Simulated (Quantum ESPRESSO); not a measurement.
A self-consistent single point of Mg14NbSn (P1, 16 atoms in the cell) with Quantum ESPRESSO.

Level of theory: PBEsol, SSSP 1.1.2 efficiency (PBE) pseudopotentials (plane waves; Quantum ESPRESSO 7.5).

The change in words: lattice scaled by 1.03. Reference geometry:
```xyz
16
Lattice="6.3188 0.0000 0.0000 -3.1594 5.4723 0.0000 0.0000 0.0000 10.2771" Properties=species:S:1:pos:R:3 pbc="T T T"
Mg     4.7417     2.7481     0.0016
Mg     3.2379     0.0238    -0.0109
Mg     1.5681     2.6967    -0.0212
Mg    -1.5554     2.7600     5.1472
Mg     0.0177     5.4541     5.1088
Mg     1.4888     2.6766     5.2070
Mg    -1.6162     4.4978     2.6249
Mg     1.5858     4.6049     7.6310
Mg    -0.0182     1.7366     2.6710
Mg    -1.5900     4.5832     7.6355
Mg     1.6069     4.5408     2.5992
Mg    -0.0045     1.7849     7.6711
Mg     3.1972     1.9199     2.6209
Mg     3.1852     1.7957     7.6728
Nb    -0.0228     0.0735     5.1312
Sn    -0.0250     0.0574    -0.0276
```

Reference input (self-consistent single point, DFT, PBEsol, plane waves, SSSP 1.1.2 efficiency (PBE) pseudopotentials): ecutwfc = 50 Ry; ecutrho = 400 Ry; occupations = smearing; smearing = marzari-vanderbilt; degauss = 0.0073499 Ry; input_dft = pbesol; K_POINTS = automatic 4 4 2 0 0 0; conv_thr = 1e-10 Ry. This run's input differs from it in these lines:

```diff
@@ -47,5 +47,5 @@
 CELL_PARAMETERS {angstrom}
-   6.31883000     0.00000000     0.00000000
-  -3.15941500     5.47226700     0.00000000
-   0.00000000     0.00000000    10.27710000
+   6.50839500     0.00000000     0.00000000
+  -3.25419700     5.63643500     0.00000000
+   0.00000000     0.00000000    10.58541300
```

Output (repeated stretches shortened):

```
     Self-consistent Calculation

     iteration #  1     ecut=    50.00 Ry     beta= 0.70

---- Real-time Memory Report at c_bands before calling an iterative solver
          1158 MiB given to the printing process from OS
           353 MiB allocation reported by mallinfo(arena+hblkhd)
------------------

     total energy              =    -943.21059153 Ry
     estimated scf accuracy    <      10.51805158 Ry

     iteration #  2     ecut=    50.00 Ry     beta= 0.70

---- Real-time Memory Report at c_bands before calling an iterative solver
          1390 MiB given to the printing process from OS
   [... lines left out ...]

---- Real-time Memory Report at c_bands before calling an iterative solver
          1435 MiB given to the printing process from OS
           430 MiB allocation reported by mallinfo(arena+hblkhd)
------------------

     total energy              =    -951.37912903 Ry
     estimated scf accuracy    <          3.6E-10 Ry

     iteration # 20     ecut=    50.00 Ry     beta= 0.70

---- Real-time Memory Report at c_bands before calling an iterative solver
          1435 MiB given to the printing process from OS
           430 MiB allocation reported by mallinfo(arena+hblkhd)
------------------
     End of self-consistent calculation

     the Fermi energy is     4.3423 ev

!    total energy              =    -951.37912903 Ry
     estimated scf accuracy    <          5.5E-11 Ry
     smearing contrib. (-TS)   =       0.00009705 Ry
     internal energy E=F+TS    =    -951.37922608 Ry

      -> PAW hartree energy AE =      77.95564878 Ry
      -> PAW hartree energy PS =     -77.56017086 Ry
      -> PAW xc energy AE      =    -675.51979948 Ry
      -> PAW xc energy PS      =      44.40558734 Ry
      -> total E_H with PAW    =     111.63367273 Ry
      -> total E_XC with PAW   =    -728.59883344 Ry

     convergence has been achieved in  20 iterations

     Forces acting on atoms (cartesian axes, Ry/au):

     atom    1 type  1   force =    -0.00158112    0.00286713   -0.00002884
   [... lines left out ...]

     Total force =     0.039038     Total SCF correction =     0.000005

          total   stress  (Ry/bohr**3)                   (kbar)     P=      -43.18
  -0.00028849   0.00000999   0.00000031          -42.44        1.47        0.05
   0.00000999  -0.00028510  -0.00000696            1.47      -41.94       -1.02
   0.00000031  -0.00000696  -0.00030708            0.05       -1.02      -45.17

   JOB DONE.
```

The run converged in 20 iterations. Against the reference run the free energy rises by 36.7 meV/atom, the pressure goes from -1.24 to -4.32 GPa and the largest force goes from 0.531 to 0.422 eV/Å.

The starting cell comes from a database of computed structures (which also holds hypothetical and non-ambient phases and stackings), without a prior relaxation at this level. Its atoms were displaced at random from the sites of space group no. 187. For this run, on top of that: lattice scaled by 1.03. Spin polarisation is off.

Cost on one core of a shared machine: roughly 10 min.
